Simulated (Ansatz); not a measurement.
**A computed series for Re: response to strain**

Start from Re in the hcp (Mg type) structure (space group P6_3/mmc, No. 194; relaxed with 0.1 eV smearing).

```
CELL_PARAMETERS angstrom
      2.75189     0.00000     0.00000
     -1.37595     2.38321     0.00000
      0.00000     0.00000     4.44007
ATOMIC_POSITIONS crystal
  Re 0.66667 0.33333 0.75000
  Re 0.33333 0.66667 0.25000
```

Cartesian axes are those of the cell as printed.

Strains are applied to the cell and any free atomic positions relax.

Level of theory: plane-wave PAW DFT at the PBEsol level (Ansatz, a quantum-chemistry and plane-wave program, 420 eV), no spin-orbit coupling.

Notes on the quantities. energy relative to the base: free energy F.

| uniaxial strain ε_zz (%) | energy relative to the base (meV/atom) |
|---|---|
| 0 | 0.0 |
| 0.5 | 0.8 |
| 1 | 3.1 |
| 1.5 | 7.0 |
| 2 | ? |
| 2.5 | 19.0 |
| 3 | 27.0 |

### Question
Fit ΔE = Aε² + Bε³ (ε in %) to the rows shown and predict the withheld row.

### Answer
Least squares on the printed values gives A = 3.22 and B = -0.071 meV/atom (largest residual 0.0 meV/atom); this predicts 12.3 meV/atom, and the run gives 12.3 meV/atom, in agreement.

Whether these cells are dynamically stable was not tested. The final runs are not spin-polarised.
